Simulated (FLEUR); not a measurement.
Band structure of CsH (Pm-3m, 2 atoms in the cell).

```
CELL_PARAMETERS angstrom
      3.81459     0.00000     0.00000
      0.00000     3.81459     0.00000
      0.00000     0.00000     3.81459
ATOMIC_POSITIONS crystal
  Cs 0.00000 0.00000 0.00000
  H  0.50000 0.50000 0.50000
```

Method: LDA (Perdew-Zunger), all-electron FLAPW (FLEUR), scalar-relativistic valence run with FLEUR.

Settings: Kmax = 3.8 1/bohr; GmaxXC = 15.2 1/bohr; xcFunctional = pz; jspins = 1; l_soc = F; mode = hist; fermiSmearingEnergy = 0.0001 Htr; mesh (inpgen div1-3) = 7 7 7; inpgen gamma flag = false; Gmax = 15.2 1/bohr; numbands = 0; maxIterBroyd = 15; imix = Anderson; alpha = 0.05.

The starting cell comes from a database of computed structures (which also holds hypothetical and non-ambient phases and stackings), without a prior relaxation at this level. Its lattice was rescaled by a random factor within 2.5 % of one. Values depend on the basis (sphere radii, cutoffs, local orbitals), which need not be converged.

Levels in eV from the Fermi level, bands 2 to 8:
```tsv
point	2	3	4	5	6	7	8
Γ	-7.61	-7.61	-7.61	-1.84	3.38	3.38	7.36
X	-9.18	-7.45	-7.45	0.02	2.58	4.18	6.20
M	-8.86	-8.86	-7.30	-1.03	4.42	6.57	6.73
R	-8.62	-8.62	-8.62	0.28	2.76	2.76	2.76
```
